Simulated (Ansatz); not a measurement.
**TiO2: isotropic strain −0.60 %**

Start from TiO₂ in the anatase structure (space group I4_1/amd, No. 141; a = 3.799 Å, c = 9.701 Å).

One thing is altered: an isotropic linear strain of −0.60 %; the atoms relax in the strained cell.

Method: DFT with PBE, PAW potentials and a 420 eV plane-wave cutoff in Ansatz (a first-principles code), no spin-orbit coupling. Settings: 12×12×12 k-points, 0.05 eV Fermi–Dirac smearing.

The volume per atom drops by 0.21 Å³ (11.67 Å³ → 11.46 Å³) and the shortest interatomic distance drops by 0.013 Å to 1.933 Å. The energy goes up by 2.3 meV/atom and the band gap grows by 0.02 eV (2.13 eV → 2.15 eV). The gap character remains indirect, Γ–X (87 % along) → Γ and the smallest direct gap increases by 0.04 eV to 2.47 eV. The mean gap deformation potential ΔEg/Δln V comes out as -1.1 eV and the width of the top valence band hardly moves (0.84 eV against 0.86 eV).

Final structure:

```
CELL_PARAMETERS angstrom
     -1.88801     1.88801     4.82125
      1.88801    -1.88801     4.82125
      1.88801     1.88801    -4.82125
ATOMIC_POSITIONS crystal
  Ti 0.75000 0.25000 0.50000
  Ti 0.00000 0.00000 0.00000
  O  0.54288 0.04288 0.50000
  O  0.79288 0.79288 0.00000
  O  0.20712 0.20712 0.00000
  O  0.95712 0.45712 0.50000
```

Cost of the whole job for the changed cell (relaxation, final SCF and bands): about 110 core-seconds (a rough figure).

Whether these cells are dynamically stable was not tested. All final runs are without spin polarisation.
